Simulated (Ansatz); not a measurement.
Ansatz (a quantum-chemistry and plane-wave program) run on a (001) slab of PbO (cut from a parent of space group no. 129; 8 atoms in the cell): self-consistent single point.

Level of theory: PBE (plane waves, PAW; Ansatz).

```
CELL_PARAMETERS angstrom
      3.99194     0.00000     0.00000
      0.00000     3.99194     0.00000
      0.00000     0.00000    21.40152
ATOMIC_POSITIONS crystal
  Pb 0.50000 0.00000 0.32708
  Pb 0.00000 0.50000 0.43766
  O  0.50000 0.50000 0.38237
  O  0.00000 0.00000 0.38237
  Pb 0.50000 0.00000 0.56234
  Pb 0.00000 0.50000 0.67292
  O  0.50000 0.50000 0.61763
  O  0.00000 0.00000 0.61763
```

Reference input (self-consistent single point, DFT, PBE, plane waves, default PAW files): basis.ecutwfc = 420 eV; kpoints.mp_grid.grid = 6 6 1; hamiltonian.xc = pbe; hamiltonian.pseudopotentials = {kind: paw} (the program's default PAW files); scf.occupations.method = fermi_dirac; scf.occupations.width = 0.02 eV. This run's input differs from it in these lines:

Ansatz 0.2 input:
```diff
@@ -19,3 +19,3 @@
   mp_grid:
-    grid: [6, 6, 1]
+    grid: [10, 10, 1]
 hamiltonian:
```

Output, abridged:

```
SCF iter   1: F=—  HF=-49894.127375 eV  |F-HF|=—  |Δ(HF+E_count)|=         —  Δρ=1.26e-3  dr2=8.76e-3  ethr=1.77e-3  ⟨swp⟩=10.4  Hψ=5012  notcnv=0  defer=2
all-band conjugate gradients solve this SCF's bands
preconditioner: auto → Resta (q_TF=auto, 2.143 Å⁻¹)
SCF iter   2: F=—  HF=-49894.132332 eV  |F-HF|=—  |Δ(HF+E_count)|=   4.96e-3  Δρ=7.10e-4  dr2=1.50e-3  ethr=1.10e-5  ⟨swp⟩=3.3  Hψ=2378  notcnv=0  defer=63
   [... lines left out ...]
SCF iter   4: F=—  HF=-49894.133834 eV  |F-HF|=—  |Δ(HF+E_count)|=   4.73e-4  Δρ=2.08e-4  dr2=1.58e-4  ethr=6.65e-7  ⟨swp⟩=2.7  Hψ=1434  notcnv=0  defer=63
SCF iter   5: F=—  HF=-49894.133875 eV  |F-HF|=—  |Δ(HF+E_count)|=   4.02e-5  Δρ=3.83e-5  dr2=8.21e-6  ethr=1.97e-7  ⟨swp⟩=2.3  Hψ=1374  notcnv=0  defer=63
SCF iter   6: F=—  HF=-49894.134092 eV  |F-HF|=—  |Δ(HF+E_count)|=   2.17e-4  Δρ=1.52e-5  dr2=6.16e-7  ethr=1.03e-8  ⟨swp⟩=2.4  Hψ=1628  notcnv=0  defer=63
SCF iter   7: F=-49894.134094 eV  HF=-49894.134094 eV  |F-HF|=3.52e-8  |Δ(HF+E_count)|=   1.90e-6  Δρ=2.85e-6  dr2=3.13e-8  ethr=1.25e-10  ⟨swp⟩=14.7  Hψ=5528  notcnv=0
SCF 1 converged in 7 iterations: F = -49894.134094 eV  dr2 = 3.13e-8
Free energy (F): -49894.134094 eV
Internal energy: -49894.134094 eV  (E = F + TS)
E sigma→0 (E₀):  -49894.134094 eV
Fermi energy:    2.633978 eV
--- Forces (eV/Å), atoms counted from 1 ---
  atom   1  Pb     0.00000000     0.00000000    -0.50466039
  atom   2  Pb     0.00000000     0.00000000     0.34088840
  atom   3  O      0.00000000     0.00000000    -0.01180054
  atom   4  O      0.00000000     0.00000000    -0.01180054
  atom   5  Pb     0.00000000     0.00000000    -0.34088840
  atom   6  Pb     0.00000000     0.00000000     0.50466039
  atom   7  O      0.00000000     0.00000000     0.01180054
  atom   8  O      0.00000000     0.00000000     0.01180054
--- Stress (GPa, compression-positive) ---
        1.725264       0.000000       0.000000
        0.000000       1.725264       0.000000
        0.000000       0.000000       1.382662
  P = ⅓ Tr σ = 1.6111 GPa (16.111 kbar)
  The stress holds the Pulay correction. Without it, at fixed plane waves, as pw.x and ABINIT print it: P = 1.4667 GPa
```

The run converged in 7 iterations. Against the reference run the free energy hardly moves (within 1 meV/atom), the largest force stays at 0.505 eV/Å and the gap on the mesh goes from 2.032 to 2.021 eV.

The starting cell has typed, rounded lattice constants, without a prior relaxation at this level. The slab is cut from that crystal, and its faces are unrelaxed. Its lattice was rescaled by up to half a per cent. Spin-orbit coupling is off. Spin polarisation is off, though cut faces can carry moments; a gap of a slab can lie between surface states.
